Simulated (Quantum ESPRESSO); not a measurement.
**Predicting one run from its neighbours: the pressure against the volume, KBr (Fm-3m, 2 atoms in the cell)**

```
KBr
1.0
    0.00000     3.31628     3.31628
    3.31628     0.00000     3.31628
    3.31628     3.31628     0.00000
K Br
1 1
Direct
  0.00000   0.00000   0.00000
  0.50000   0.50000   0.50000
```

Method: PBE, PSlibrary PAW (PBE) pseudopotentials (plane waves; Quantum ESPRESSO 7.5).

Base settings: ecutwfc = 55 Ry; ecutrho = 385 Ry; occupations = smearing; smearing = gaussian; degauss = 0.000734986 Ry; potentials = {K: K.pbe-spn-kjpaw_psl.1.0.0.UPF, Br: Br.pbe-n-kjpaw_psl.1.0.0.UPF}; K_POINTS = automatic 5 5 5 0 0 0; conv_thr = 1e-10 Ry; mixing_beta = 0.7.

The starting cell comes from a database of computed structures (which also holds hypothetical and non-ambient phases and stackings), without a prior relaxation at this level. Its lattice was rescaled by a random factor within 2.5 % of one.

Murnaghan's equation with B′ set to 4 (a common value, assumed and not fitted) makes the pressure a straight line in x = (V₁/V)⁴, here with V₁ = 36.472 Å³/atom: P = a + b·x. The rows are the cell shown with its lattice scaled (for instance lattice scaled by 0.97, lattice scaled by 0.985, lattice scaled by 1.015, lattice scaled by 1.03); fractional positions and shape were held. Pulay stress at this cutoff, if any, shifts all pressures roughly alike and V₀ with them.

| volume (Å³/atom) | (V₁/V)⁴ | pressure (GPa) |
|---|---|---|
| 39.854 | 0.7014 | -0.71 |
| 38.138 | 0.8364 | -0.21 |
| 36.472 | 1.0000 | 0.42 |
| 34.855 | 1.1989 | ? |
| 33.287 | 1.4413 | 2.19 |

Q: Fit the line to the 4 rows given and predict the withheld one.

A: Means: x̄ = 0.99477, ȳ = 0.42250. Σ(x − x̄)(y − ȳ) = 1.222 and Σ(x − x̄)² = 0.3106, so b = 3.934 and a = ȳ − b·x̄ = -3.4909; P = 0 at x₀ = −a/b = 0.8874, so V₀ = V₁·x₀^(−1/4) = 37.58 Å³/atom and B₀ = 4·b·x₀ = 14 GPa (for B′ = 4 and held positions). The largest residual of the fitted rows is 0.023. At x = 1.1989 the line gives 1.23 GPa. The run gave 1.21 GPa, a miss of 0.02 GPa. The rows were chosen because the form fits them, the withheld one included, so this shows the method and is no test of the form.

Left out of this page: 5 runs of the series outside the window shown, repeating another row's setting, or not comparable.
